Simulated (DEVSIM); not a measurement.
Structure: abrupt InP n-p junction, at 300 K.

Layer 1 from the left is InP, thickness (μm) 0.240, Nd (cm⁻³) 2.2e15, τn (s) 2.2e-8, τp (s) 2.2e-8. Layer 2 from the left is InP, thickness (μm) 2.40, Na (cm⁻³) 3.8e15, τn (s) 2.2e-8, τp (s) 2.2e-8.

Left contact: ohmic. Right contact: ohmic. Voltage is applied to the left contact. Recombination: SRH at mid-gap, radiative, Auger. Mobility is μmin + (μ − μmin)/(1 + (N/Nref)^α).

Constants are typed, rounded textbook-type inputs, not results; the design itself was drawn at random and stands for no fabricated device. Values at 300 K.

InP: gap (eV) 1.344, affinity (eV) 4.38, permittivity 12.5, Nc (cm⁻³) 5.7e17, Nv (cm⁻³) 1.1e19, μn (cm²/Vs) 5200, μp (cm²/Vs) 170, μn,min 400, μp,min 10, Nref,n 3e17, Nref,p 4.9e17, αn 0.47, αp 0.62, B (cm³/s) 1.2e-10, Cn (cm⁶/s) 9e-31, Cp (cm⁶/s) 9e-31.

Simulated with DEVSIM: 1D drift-diffusion, Boltzmann statistics, complete ionisation; no tunnelling, impact ionisation, image-force lowering or self-heating.

Problem. What does the simulation give for the largest field in the device at zero bias, the potential step across the device at zero bias?

Solution. largest field in the device at zero bias 23000 V/cm; potential step across the device at zero bias 0.994 V.
